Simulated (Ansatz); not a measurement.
The parent structure is Zr3N4 (space group I-43d, No. 220; a = 6.783 Å).

Method: DFT with PBE, PAW potentials and a 420 eV plane-wave cutoff in Ansatz (a program for electronic structure), no SOC.

Before the change:

The band gap comes out as 0.70 eV.

One thing is altered: cell and atoms relaxed at a pressure of 10 GPa.

### Question
What does the calculation give for the band gap after the change?

### Answer
The band gap rises by 0.12 eV, from 0.70 eV to 0.82 eV.

Load acts through the strain it causes; cell and atoms are relaxed under it. Whether these cells are dynamically stable was not tested. Competing high-pressure phases were not computed.
